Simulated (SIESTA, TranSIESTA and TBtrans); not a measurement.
Run with TranSIESTA and TBtrans (open boundaries, self-consistent; PseudoDojo norm-conserving potentials, scalar-relativistic): Spin polarized, PAO.BasisSize DZP, PAO.EnergyShift 0.15 eV, XC.Authors PBE, Mesh.Cutoff 200 Ry, ElectronicTemperature 300 K, TS.Voltage 0.0 eV, TBT.Elecs.Eta 0.001 eV.

System: Rh chain with one Se atom in place of Rh. Leads: straight Rh chain, spacing 2.3 Å. Geometry: as built, not relaxed. Transport runs along z; the first 6 and the last 6 of the 21 atoms are the lead cells, repeated to infinity.

```xyz
21
Lattice="9.000 0.000 0.000 0.000 9.000 0.000 0.000 0.000 48.300" Properties=species:S:1:pos:R:3 pbc="F F T"
Rh     4.500     4.500     0.000
Rh     4.500     4.500     2.300
Rh     4.500     4.500     4.600
Rh     4.500     4.500     6.900
Rh     4.500     4.500     9.200
Rh     4.500     4.500    11.500
Rh     4.500     4.500    13.800
Rh     4.500     4.500    16.100
Rh     4.500     4.500    18.400
Rh     4.500     4.500    20.700
Se     4.500     4.500    23.000
Rh     4.500     4.500    25.300
Rh     4.500     4.500    27.600
Rh     4.500     4.500    29.900
Rh     4.500     4.500    32.200
Rh     4.500     4.500    34.500
Rh     4.500     4.500    36.800
Rh     4.500     4.500    39.100
Rh     4.500     4.500    41.400
Rh     4.500     4.500    43.700
Rh     4.500     4.500    46.000
```
Starting moments (μB): atom 7 +1.5, atom 8 +1.5, atom 9 +1.5, atom 10 +1.5, atom 12 +1.5, atom 13 +1.5, atom 14 +1.5, atom 15 +1.5; lead atoms +1.5 (left) and +1.5 (right).

**Question.** Give the largest eigenchannel transmissions at the Fermi level (four at most) and the total.

**Answer.** Up: 1.00, 1.00, 0.69 (total 2.69); down: 0.94, 0.94, 0.65, 0.056 (total 2.64). The magnetic order of the leads was set by the start, and no other order was tried; the separate lead runs end at 0.62 (left) and 0.62 (right) μB an atom. The straight chain is held at its spacing; free chains may zigzag or dimerise.
